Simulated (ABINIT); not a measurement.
# Convergence study of the plane-wave cutoff for V (Im-3m, 1 atom in the cell)

```xyz
1
Lattice="-1.5074 1.5074 1.5074 1.5074 -1.5074 1.5074 1.5074 1.5074 -1.5074" Properties=species:S:1:pos:R:3 pbc="T T T"
V      0.0000     0.0000     0.0000
```

Method of the run: PBE, PAW (JTH v2.0 PBE PAW) (plane waves; ABINIT 10.0.3).

Base settings: pseudos = [V.GGA_PBE-JTH.xml]; ecut = 60 Ry; pawecutdg = 120 Ry; pawxcdev = 0; occopt = 7; tsmear = 0.1 eV; ngkpt = 5 5 5; nshiftk = 1; shiftk = 0 0 0; potentials = JTH v2.0 PBE PAW.

Moved along: pawecutdg.

The second cell is the first with its lattice scaled by 0.98.

The mesh stays at the base's, so the ladder's end is converged at best in this setting alone.

Only quantities that move along the ladder and can be compared are tabulated.

The count of work is k-points × plane waves × bands × iterations; it is no time. 

The starting cell has typed, rounded lattice constants, without a prior relaxation at this level. Its lattice was rescaled by up to half a per cent. Spin polarisation is off. Without a gap this mesh is coarse (it stands for a supercell whose shortest vector is 13 Å).

| ecut | free energy less the last step's (meV/atom) | energy of the compressed cell less the first (meV/atom) | pressure (GPa) | count of work / last |
|---|---|---|---|---|
| 20 Ry | 75.07 | 32.22 | -8.67 | 0.033 |
| 24 Ry | 8.40 | 27.75 | -0.92 | 0.043 |
| 28 Ry | 6.31 | 27.85 | -0.55 | 0.053 |
| 30 Ry | 5.87 | 27.89 | -0.58 | 0.060 |
| 32 Ry | 5.59 | 27.74 | -0.57 | 0.078 |
| 36 Ry | 5.46 | 27.79 | -0.52 | 0.085 |
| 42 Ry | 5.22 | 27.81 | -0.54 | 0.11 |
| 48 Ry | 4.78 | 27.79 | -0.56 | 0.12 |
| 54 Ry | 4.05 | 27.74 | -0.60 | 0.17 |
| 60 Ry | 3.01 | 27.76 | -0.61 | 0.18 |
| 66 Ry | 2.26 | 27.78 | -0.56 | 0.24 |
| 72 Ry | 2.00 | 27.78 | -0.54 | 0.32 |
| 80 Ry | 1.67 | 27.78 | -0.56 | 0.35 |
| 90 Ry | 0.97 | 27.82 | -0.56 | 0.41 |
| 104 Ry | 0.58 | 27.82 | -0.53 | 0.65 |
| 120 Ry | 0.25 | 27.83 | -0.53 | 0.72 |
| 144 Ry | 0.00 | 27.82 | -0.53 | 1.0 |

Coarsest ecut that holds the pressure within 1 GPa of the last step, with all finer ones: 24 Ry, at 0.043 of the last step's count of work; the step before is off by 8.1 GPa.

Coarsest ecut that holds the free energy within 0.5 meV/atom: not settled: the last two steps still differ by 0.25 meV/atom, over half the tolerance, so the ladder does not show it.

Coarsest ecut that holds the energy of the compressed cell less the first within 0.5 meV/atom of the last step, with all finer ones: 24 Ry, at 0.043 of the last step's count of work; the step before is off by 4.4 meV/atom.

The energy difference between the two cells stays within 1 meV/atom of the last step's from 24 Ry on, the total only from 90 Ry on: much of the error is common to both cells and cancels.

Two neighbours can agree and both be off: 28 Ry and 30 Ry differ by 0.43 meV/atom in the free energy, yet lie about 5.9 meV/atom from the last step.

At the lowest cutoff the pressure lies 8.1 GPa under the last step's, the usual sign of Pulay stress in an incomplete plane-wave basis.
